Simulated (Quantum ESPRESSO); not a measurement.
## Effort and miss along a sweep of conv_thr: LaSe2 (P4/nmm, 6 atoms in the cell)

```xyz
6
Lattice="4.2250 0.0000 0.0000 0.0000 4.2250 0.0000 0.0000 0.0000 8.6949" Properties=species:S:1:pos:R:3 pbc="T T T"
La     0.0000     2.1125     6.3013
La     2.1125     0.0000     2.3936
Se     0.0000     2.1125     3.1792
Se     2.1125     0.0000     5.5157
Se     0.0000     0.0000     0.0000
Se     2.1125     2.1125     0.0000
```

Computed with PBEsol, GBRV 1.5 ultrasoft (PBESOL) pseudopotentials (plane waves; Quantum ESPRESSO).

Base settings: ecutwfc = 40 Ry; ecutrho = 200 Ry; occupations = smearing; smearing = methfessel-paxton; degauss = 0.0073499 Ry; potentials = {La: la_pbesol_v1.uspp.F.UPF, Se: se_pbesol_v1.uspp.F.UPF}; K_POINTS = automatic 6 6 3 0 0 0; conv_thr = 1e-09 Ry; mixing_beta = 0.4.

Misses are taken against the tightest run, 1e-13 Ry, which need not be fully converged itself.

Core times come from one kind of shared machine and are given to one figure; runs under 30 s give none.

The starting cell comes from a database of computed structures (which also holds hypothetical and non-ambient phases and stackings), without a prior relaxation at this level. In the base run, with a pressure of about -3 GPa the cell is away from its equilibrium volume at this level.

| conv_thr | largest difference in the force on any atom (eV/Å) | core time / reference (rough) |
|---|---|---|
| 0.0001 Ry | 0.049 | 0.5 |
| 1e-05 Ry | 0.031 | 0.5 |
| 1e-07 Ry | 0.001 | 0.6 |
| 1e-09 Ry | 0.000 | 0.6 |
| 1e-11 Ry | 0.000 | 0.8 |
| 1e-13 Ry | 0.000 | 1 |

Coarsest setting among those run that, with all tighter ones, holds the force on any atom within 0.02 eV/Å of the reference: 1e-07 Ry, off by 0.0008 eV/Å; its saving against the reference is no more than about a factor of 2 in time.

Left out of this page: 1 run of the series outside the window shown, repeating another row's setting, or not comparable.
